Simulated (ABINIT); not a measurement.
Band structure of NaF (Fm-3m, 2 atoms in the cell).

```yaml
crystal:
  lattice:
    - [0.00000, 2.26738, 2.26738]
    - [2.26738, 0.00000, 2.26738]
    - [2.26738, 2.26738, 0.00000]
  atoms:
    - { symbol: Na, position: [0.00000, 0.00000, 0.00000] }
    - { symbol: F, position: [0.50000, 0.50000, 0.50000] }
```

Computed with PBE, norm-conserving pseudopotentials (PseudoDojo nc-sr-05 PBE standard) (plane waves; ABINIT 10.0.3).

Settings: pseudos = [Na.upf, F.upf]; ecut = 44 Ha; ixc = 11; occopt = 1; ngkpt = 10 10 10; nshiftk = 1; shiftk = 0 0 0; potentials = PseudoDojo nc-sr-05 PBE standard; kptopt = 1; nstep = 80; tolvrs1 = 1e-11; diemac = 12; ndtset = 2.

The starting cell comes from a database of computed structures (which also holds hypothetical and non-ambient phases and stackings), without a prior relaxation at this level. Its lattice was rescaled by a random factor within 2.5 % of one.

Predict the gap along the standard path and the places of the band edges.

The gap along the path is 6.71 eV, direct at Γ to within 0.01 eV.

Levels in eV from the top of the valence band on the SCF mesh, bands 5 to 11:
```json
[
 {"point": "Γ", "5": "-18.78", "6": "0.00", "7": "0.00", "8": "0.00", "9": "6.71", "10": "19.57", "11": "19.57"},
 {"point": "X", "5": "-18.85", "6": "-1.37", "7": "-0.43", "8": "-0.43", "9": "13.62", "10": "13.72", "11": "14.32"},
 {"point": "W", "5": "-18.33", "6": "-0.94", "7": "-0.94", "8": "-0.62", "9": "13.70", "10": "13.70", "11": "15.99"},
 {"point": "K", "5": "-18.35", "6": "-1.13", "7": "-0.90", "8": "-0.40", "9": "13.27", "10": "13.76", "11": "15.47"},
 {"point": "L", "5": "-17.98", "6": "-1.71", "7": "-0.28", "8": "-0.28", "9": "11.23", "10": "13.07", "11": "20.87"},
 {"point": "U", "5": "-18.35", "6": "-1.13", "7": "-0.90", "8": "-0.40", "9": "13.27", "10": "13.76", "11": "15.47"}
]
```
